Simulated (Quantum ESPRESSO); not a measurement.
Worked example: self-consistent single point of ZnS (P6_3mc, 8 atoms in the cell) in Quantum ESPRESSO.

Level of theory: PBE, PSlibrary PAW (PBE) pseudopotentials (plane waves; Quantum ESPRESSO).

The change in words: lattice scaled by 0.98. Reference geometry:
```
ZnS
1.0
    3.80819     0.00000     0.00000
   -1.90409     3.29799     0.00000
    0.00000     0.00000    12.45011
Zn S
4 4
Direct
  0.66667   0.33333   0.74993
  0.33333   0.66667   0.24993
  0.00000   0.00000   0.50000
  0.00000   0.00000   0.00000
  0.66667   0.33333   0.93773
  0.33333   0.66667   0.43773
  0.00000   0.00000   0.68734
  0.00000   0.00000   0.18734
```

Reference input (self-consistent single point, DFT, PBE, plane waves, PSlibrary PAW (PBE) pseudopotentials): ecutwfc = 50 Ry; ecutrho = 300 Ry; occupations = fixed; potentials = {Zn: Zn.pbe-dn-kjpaw_psl.1.0.0.UPF, S: S.pbe-n-kjpaw_psl.1.0.0.UPF}; K_POINTS = automatic 7 7 2 0 0 0; nbnd = 40; conv_thr = 1e-09 Ry; mixing_beta = 0.3. This run's input differs from it in these lines:

```diff
@@ -25,10 +25,10 @@
 ATOMIC_POSITIONS {alat}
-Zn    0.50000000    0.28867514    2.45174635
-Zn    0.00000000    0.57735027    0.81709621
-Zn    0.00000000    0.00000000    1.63465013
+Zn    0.50000000    0.28867514    2.45174656
+Zn    0.00000000    0.57735027    0.81709629
+Zn    0.00000000    0.00000000    1.63465028
 Zn    0.00000000    0.00000000    0.00000000
-S     0.50000000    0.28867514    3.06572094
-S     0.00000000    0.57735027    1.43107081
-S     0.00000000    0.00000000    2.24712084
-S     0.00000000    0.00000000    0.61247071
+S     0.50000000    0.28867514    3.06572121
+S     0.00000000    0.57735027    1.43107093
+S     0.00000000    0.00000000    2.24712104
+S     0.00000000    0.00000000    0.61247076
 K_POINTS {automatic}
@@ -36,5 +36,5 @@
 CELL_PARAMETERS {bohr}
-   7.19643175     0.00000000     0.00000000
-  -3.59821588     6.23229271     0.00000000
-   0.00000000     0.00000000    23.52729623
+   7.05250260     0.00000000     0.00000000
+  -3.52625130     6.10764642     0.00000000
+   0.00000000     0.00000000    23.05675065
```

Log, with long lists cut:

```
     Self-consistent Calculation

     iteration #  1     ecut=    50.00 Ry     beta= 0.30

     Threshold (ethr) on eigenvalues was too large:
     Diagonalizing with lowered threshold

     total energy              =   -1240.49722441 Ry
     estimated scf accuracy    <       0.22150842 Ry

     iteration #  2     ecut=    50.00 Ry     beta= 0.30

     total energy              =   -1240.49673076 Ry
     estimated scf accuracy    <       0.05381928 Ry

     iteration #  3     ecut=    50.00 Ry     beta= 0.30

     total energy              =   -1240.50559230 Ry
     estimated scf accuracy    <       0.00594678 Ry

   [... 7 blocks of this kind left out ...]

     iteration # 11     ecut=    50.00 Ry     beta= 0.30

     total energy              =   -1240.50617377 Ry
     estimated scf accuracy    <       0.00000006 Ry

     iteration # 12     ecut=    50.00 Ry     beta= 0.30
     End of self-consistent calculation

     highest occupied, lowest unoccupied level (ev):     6.7738    9.2221

!    total energy              =   -1240.50617378 Ry
     estimated scf accuracy    <          3.0E-10 Ry

     convergence has been achieved in  12 iterations

     Forces acting on atoms (cartesian axes, Ry/au):

     atom    1 type  1   force =     0.00000000    0.00000000    0.00065592
     atom    2 type  1   force =     0.00000000   -0.00000000    0.00065592
     atom    3 type  1   force =     0.00000000   -0.00000000    0.00075504
     atom    4 type  1   force =     0.00000000    0.00000000    0.00075504
     atom    5 type  2   force =     0.00000000    0.00000000   -0.00080954
     atom    6 type  2   force =     0.00000000    0.00000000   -0.00080954
   [... lines left out ...]

     Total force =     0.002009     Total SCF correction =     0.000012

          total   stress  (Ry/bohr**3)                   (kbar)     P=       69.28
   0.00046843  -0.00000000   0.00000000           68.91       -0.00        0.00
  -0.00000000   0.00046843   0.00000000           -0.00       68.91        0.00
   0.00000000  -0.00000000   0.00047608            0.00       -0.00       70.03

   JOB DONE.
```

The run converged in 12 iterations. Against the reference run the free energy rises by 35.2 meV/atom, the pressure goes from 1.47 to 6.93 GPa, the largest force goes from 0.013 to 0.021 eV/Å and the gap on the mesh goes from 2.174 to 2.448 eV.

The starting cell comes from a database of computed structures (which also holds hypothetical and non-ambient phases and stackings), without a prior relaxation at this level. Its lattice was rescaled by a random factor within 2.5 % of one. For this run, on top of that: lattice scaled by 0.98. With a pressure of about 7 GPa the cell is away from its equilibrium volume at this level.

Cost on one core of a shared machine: roughly 80 s.
